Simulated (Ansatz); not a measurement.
Fluorite HfO2 (high-temperature phase), treated with PBE-D3(BJ) (PAW; Ansatz, a program for electronic structure).

Numerical settings: plane-wave cutoff 520 eV, 8×8×8 k mesh, scalar-relativistic PAW data made under PBE.

Computed at the level's own relaxed cell.

Question: Predict the elastic constant C11, Poisson ratio, elastic constant C12, Voigt–Reuss–Hill bulk modulus and elastic constant C44.

Answer: 
- elastic constant C11 = 561 GPa
- Poisson ratio = 0.306
- elastic constant C12 = 101 GPa
- Voigt–Reuss–Hill bulk modulus = 254 GPa
- elastic constant C44 = 67.7 GPa

Note: the dispersion coefficients are held fixed in the derivatives; symmetry holds this phase in the static calculation, where it need not be a minimum; held by symmetry at 0 K, a high-temperature phase can be a saddle point.

Elastic constants are with the ions relaxed.

Spin–orbit coupling is not included.

The computed numbers hold no vibrational or temperature effects.

It cost around 80 core-seconds (rough) of CPU time.
